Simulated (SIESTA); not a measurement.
Input and output of a relaxation of cell and atoms for TiO2 (I4_1/amd, 6 atoms in the cell) (SIESTA).

Method of the run: SIESTA with GGA PBE, numerical atomic orbitals TZP, PseudoDojo PBE standard norm-conserving potentials (rewritten from UPF to PSML).

```yaml
crystal:
  lattice:
    - [-1.89250, 1.89250, 4.75500]
    - [1.89250, -1.89250, 4.75500]
    - [1.89250, 1.89250, -4.75500]
  atoms:
    - { symbol: Ti, position: [0.75000, 0.25000, 0.50000] }
    - { symbol: Ti, position: [0.00000, 0.00000, 0.00000] }
    - { symbol: O, position: [0.54200, 0.04200, 0.50000] }
    - { symbol: O, position: [0.79200, 0.79200, 0.00000] }
    - { symbol: O, position: [0.20800, 0.20800, 0.00000] }
    - { symbol: O, position: [0.95800, 0.45800, 0.50000] }
```

Reference input (self-consistent single point, DFT, GGA PBE, numerical atomic orbitals TZP, PseudoDojo PBE standard norm-conserving potentials (rewritten from UPF to PSML)): XC.functional = GGA; XC.authors = PBE; potentials = PseudoDojo PBE standard; PAO.BasisSize = TZP; PAO.EnergyShift = 0.01 Ry; MeshCutoff = 400 Ry; kgrid.MonkhorstPack = 6 6 6; OccupationFunction = FD; ElectronicTemperature = 580.23 K; MaxSCFIterations = 150; SCF.Mixer.Method = Pulay; SCF.Mixer.Weight = 0.2. This run's input differs from it in these lines:

```diff
@@ -45,2 +45,7 @@
 Diag.ParallelOverK           true
+MD.TypeOfRun                 CG
+MD.Steps                     40
+MD.MaxForceTol               0.02 eV/Ang
+MD.VariableCell              true
+MD.MaxStressTol              0.05 GPa
 WriteForces                  true
```

The program printed (abridged):

```
        iscf     Eharris(eV)        E_KS(eV)     FreeEng(eV)     dDmax    Ef(eV) dHmax(eV)
   scf:    1    -4974.573860    -5017.786388    -5017.786388  1.607249 -5.204677 14.270231
   scf:    2    -5045.539148    -5034.488958    -5034.488958  0.142422 -5.752015  6.151744
   scf:    3    -5035.235181    -5036.939167    -5036.939167  0.096274 -6.329649  1.658840
   scf:    4    -5035.537460    -5036.919213    -5036.919213  0.059753 -6.374882  2.398976
   scf:    5    -5036.449738    -5037.189696    -5037.189696  0.050614 -6.571457  1.509462
   [... 2 lines left out ...]
   scf:    8    -5037.400031    -5037.390685    -5037.390685  0.003298 -6.421991  0.177242
   scf:    9    -5037.394447    -5037.393398    -5037.393398  0.002186 -6.458256  0.022165
   scf:   10    -5037.393448    -5037.393440    -5037.393440  0.000327 -6.463571  0.000259
   scf:   11    -5037.393440    -5037.393440    -5037.393440  0.000005 -6.463511  0.000015
SCF Convergence by DM+H criterion
max |DM_out - DM_in|         :     0.0000049491
max |H_out - H_in|      (eV) :     0.0000149409
SCF cycle converged after 11 iterations

Using DM_out to compute the final energy and forces

siesta: E_KS(eV) =            -5037.3934

siesta: E_KS - E_eggbox =     -5037.3934

siesta: Atomic forces (eV/Ang):
     1   -0.002926    0.002926    0.000000
     2    0.002926   -0.002927   -0.000000
     3    0.000098    0.003649   -0.108402
     4    0.003649    0.000098   -0.108402
     5   -0.000098   -0.003649    0.108402
     6   -0.003649   -0.000098    0.108402
   Tot   -0.000000    0.000000    0.000000
   Max    0.108402
   Res    0.051149    sqrt( Sum f_i^2 / 3N )
   Max    0.108402    constrained

   [... lines left out ...]
siesta: Pressure (static):         27.98067566  kBar
siesta: Pressure (total):         27.98067566  kBar
No target stress found, assuming hydrostatic MD.TargetPressure.
Target stress (kBar)
outcell: Cell volume (Ang**3)        :     69.1261
        iscf     Eharris(eV)        E_KS(eV)     FreeEng(eV)     dDmax    Ef(eV) dHmax(eV)
siesta: Pressure (static):          0.12597752  kBar
siesta: Pressure (total):          0.12597752  kBar
outcell: Cell volume (Ang**3)        :     69.1261
siesta: FreeEng =     -5037.403625
   [... lines left out ...]
             -0.432   0.538   0.658   0.750   0.005   0.003   0.008   0.009

              0.006

mulliken: Qtot =       48.000

Mulliken Atomic Populations:
Atom #   charge [q] valence [e]  Species
     1     0.894698   11.105302  Ti
     2     0.894698   11.105302  Ti
     3    -0.447349    6.447349  O
     4    -0.447349    6.447349  O
     5    -0.447349    6.447349  O
     6    -0.447349    6.447349  O
 Total    -0.000000
```

The run converged. 

Summary of the result:
Free energy E − TS: -5037.4036 eV
Top of the valence band (on the code's own zero): -7.47 eV
Gap on the k-point mesh: 1.99 eV
Pressure: 0.01 GPa
Largest force (vector length): 0.005 eV/Å
Final cell: a = 5.5172 Å, b = 5.5172 Å, c = 5.5196 Å, α = 139.89°, β = 139.89°, γ = 58.03°
Final volume per atom: 11.52 Å³
Relaxation steps: 16

The starting cell has typed, rounded lattice constants, without a prior relaxation at this level. Values carry the incompleteness of an atom-centred basis.

Cost on one core of a shared machine: roughly 10 min.
